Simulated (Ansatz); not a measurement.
## GePt (model structure, started from the CoSn type, P6/mmm, No. 191, 6 atoms in the cell): properties by level of theory

```
level (code)         lattice parameter a (Å)  c axis length (Å)  formation enthalpy (eV/atom)
-------------------  -----------------------  -----------------  ----------------------------
PBE (Ansatz)                           5.717              3.980                        -0.118
PBEsol (Ansatz)                        5.610              3.959                        -0.128
PBE-D3(BJ) (Ansatz)                    5.651              3.942                        -0.077
```

Caveats: a distance lies near a switch of the dispersion term, which can move the cell (PBE-D3(BJ)). Ansatz's density-functional and Hartree–Fock values are scalar-relativistic unless marked +SOC, with PAW data made under PBE.

Static lattice: no zero-point or thermal effects.

A model structure was made by putting elements into a prototype or built by hand; it is no filed structure, need not be a known phase, and can be a saddle point held by its symmetry.

Ansatz is a quantum-chemistry and plane-wave program.
